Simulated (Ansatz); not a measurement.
An Ansatz (a quantum-chemistry and plane-wave program) input (r2SCAN+rVV10 in Ansatz (plane waves to 500 eV, PAW, scalar-relativistic without spin-orbit coupling)):

Ansatz 0.2 input:
```yaml
crystal:
  lattice:
    - [4.5453646398, 0, 0]
    - [0, 3.4355944685, 0]
    - [-0.0354211056, 0, 10.8331953427]
  atoms:
    - { symbol: As, position: [0.3770579041, 0.5, 0.89460691] }
    - { symbol: P, position: [0.4633738816, 0, 0.3982780177] }
    - { symbol: P, position: [0.5574337251, 0.5, 0.102006717] }
    - { symbol: As, position: [0.6159675596, 0, 0.6075548705] }
    - { symbol: As, position: [0.1142095782, 0.5, 0.3909052645] }
    - { symbol: P, position: [0.0284181034, 0, 0.9050613475] }
    - { symbol: P, position: [0.9647637071, 0.5, 0.6004102293] }
    - { symbol: P, position: [0.8787755409, 0, 0.1011766435] }
basis: { ecutwfc: 500, ecutrho_ratio: 4, xc_grid: 4, fft_grid_basis: typed }
kpoints: { mp_grid: { grid: [7, 10, 3] } }
hamiltonian:
  xc: r2scan
  dispersion: rvv10
  pseudopotentials: { kind: paw }
scf: { occupations: { method: fermi_dirac, width: 0.05 }, convergence: { dr2_threshold: 0.0000000008 } }
output: { forces: true, stress: true }
checkpoint: { write: state.ck, write_every: 1000 }
```

Question: Which symmetry and how many k-points will the program report, and about how many plane waves at Γ?

Answer: Space group Pm (ITA 6) with 2 operations, k-points 66 of 210, and 4331 plane waves at Γ.

These are small ordered cells, not random alloys; other orderings at the same x differ. No phonon test of stability was made. The cell was made from P by this change: x(As) = 0.375, 8 atoms, Pm.
